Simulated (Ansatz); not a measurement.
## SrTiO3: pressure series

The parent structure is SrTiO$_{3}$ in the cubic perovskite structure (space group Pm-3m, No. 221; a = 3.854 Å).

Cell and atoms are relaxed at each pressure.

Computed with LDA in Ansatz (plane waves to 420 eV, PAW, spin-orbit coupling left out).

```tsv
change	band gap	lattice parameter a	smallest direct gap
base	1.85 eV	3.854 Å	2.17 eV
pressure −2 GPa	1.83 eV	3.867 Å	2.16 eV
pressure −1 GPa	1.84 eV	3.861 Å	2.17 eV
pressure 0.3 GPa	1.85 eV	3.852 Å	2.17 eV
pressure 0.7 GPa	1.86 eV	3.850 Å	2.18 eV
pressure 1.5 GPa	1.86 eV	3.845 Å	2.18 eV
pressure 3 GPa	1.88 eV	3.836 Å	2.19 eV
pressure 5 GPa	1.89 eV	3.824 Å	2.19 eV
pressure 7.5 GPa	1.91 eV	3.810 Å	2.20 eV
pressure 10 GPa	1.93 eV	3.797 Å	2.21 eV
```

Load acts through the strain it causes; cell and atoms are relaxed under it. Stability against distortions was not tested. Competing high-pressure phases were not computed. All final runs are without spin polarisation. Many cubic perovskites are stable only at high temperature; tilts and polar distortions were not tested.

Ansatz is a quantum-chemistry and plane-wave program.
